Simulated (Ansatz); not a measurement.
Base system: Nb in the bcc (W type) structure (space group Im-3m, No. 229; a = 3.311 Å; relaxed with 0.1 eV smearing).

Level of theory: PBE (Ansatz, an electronic-structure program; PAW; 420 eV plane waves; no SOC).

Strains are applied to the cell and any free atomic positions relax.

One change was made to it. Results:

The energy increases by 2.1 meV/atom; the pressure goes from zero to -2.5 GPa.

Q: Name the change that was made.
(A) isotropic strain +1.50 %
(B) isotropic strain −3.00 %
(C) isotropic strain +0.50 %

A: C, isotropic strain +0.50 %. For comparison, the energy relative to the base in the other runs: isotropic strain −3.00 % gives +84 meV/atom; isotropic strain +1.50 % gives +19 meV/atom.

Stability against distortions was not tested. All final runs are without spin polarisation.
